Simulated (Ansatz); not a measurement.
Effective masses and thermopower of C under load (space group P6_3/mmc)

Here is the system:

```
CELL_PARAMETERS angstrom
      2.46130     0.00000     0.00000
     -1.23065     2.13155     0.00000
      0.00000     0.00000     4.10000
ATOMIC_POSITIONS crystal
  C  0.33333 0.66667 0.00048
  C  0.66667 0.33333 0.50048
  C  0.33333 0.66667 0.37452
  C  0.66667 0.33333 0.87452
```

Level of theory: r2SCAN, rigid bands (plane waves, PAW, scalar-relativistic; Ansatz, a program for electronic structure). Condition of this run: hydrostatic pressure of 22 GPa (compression positive) (the target of the relaxation). How the cell was made: cell and atoms relaxed with PBEsol, then loaded as said.

```
Property                                                                                                                                                           Value
---------------------------------------------------------------------------------------------------------------------------------------  -------------------------------
band gap                                                                                                                                                         3.38 eV
electron conductivity mass (300 K, dilute)                                                                                               0.45 (x), 0.45 (y), 0.26 (z) mₑ
hole conductivity mass (300 K, dilute)                                                                                                   0.44 (x), 0.44 (y), 0.63 (z) mₑ
effective density of states N_c (300 K)                                                                                                                      1.1e19 cm⁻³
effective density of states N_v (300 K)                                                                                                                      1.8e19 cm⁻³
density-of-states mass, electrons                                                                                                                                0.59 mₑ
density-of-states mass, holes                                                                                                                                    0.80 mₑ
Seebeck coefficient, n-type 1e19 cm⁻³, 300 K                                                                                                                   -234 μV/K
best n-type power factor at 300 K for τ = 10 fs (best axis; densities from 1e16 to 1e21 cm⁻³ tried, whether or not they can be reached)      7.3 μW/(cm·K²) at 3e19 cm⁻³
Seebeck coefficient, p-type 1e19 cm⁻³, 300 K                                                                                                                    266 μV/K
best p-type power factor at 300 K for τ = 10 fs (best axis; densities from 1e16 to 1e21 cm⁻³ tried, whether or not they can be reached)      6.5 μW/(cm·K²) at 1e20 cm⁻³
```

Rigid bands; masses and Seebeck coefficients take one relaxation time τ for all states and one kind of carrier; polarons and phonon drag are left out. Spin-orbit coupling is left out. Geometry: cell and atoms relaxed with PBEsol.
